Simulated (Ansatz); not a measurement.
The structure below was relaxed with r2SCAN in Ansatz (plane waves to 500 eV, PAW, no spin-orbit coupling), at pressure 30 GPa.

```
LiF
1.0
    0.00000     1.84466     1.84466
    1.84466     0.00000     1.84466
    1.84466     1.84466     0.00000
F Li
1 1
Direct
  0.00000   0.00000   0.00000
  0.50000   0.50000   0.50000
```

Problem. Find the space group and the Wyckoff positions.

Solution. Space group Fm-3m (No. 225); a = 3.689 Å, b = 3.689 Å, c = 3.689 Å, α = 90.00°, β = 90.00°, γ = 90.00°

| atom | site | symmetry | x | y | z |
|---|---|---|---|---|---|
| F | 4a | m-3m | 0.0000 | 0.0000 | 0.0000 |
| Li | 4b | m-3m | 0.5000 | 0.5000 | 0.5000 |

Problem. Describe the coordination.

Solution. The crystal has 8 atoms in its conventional cell. Cell: a = b = c = 3.689 Å, α = β = γ = 90.00°. F is surrounded by 6 Li at 1.845 Å (octahedral). Li is coordinated by 6 F at 1.845 Å (octahedral). (Neighbours: up to the widest gap in distance over summed covalent radii, below 1.35, at either atom; cation-cation and far metal-metal contacts left out.)

Load acts through the strain it causes; cell and atoms are relaxed under it. Stability against distortions was not tested. No other phases were tried under pressure. The cell was made from LiF in the rock salt structure (space group Fm-3m, No. 225) by this change: pressure 30 GPa.

Ansatz is an electronic-structure program.
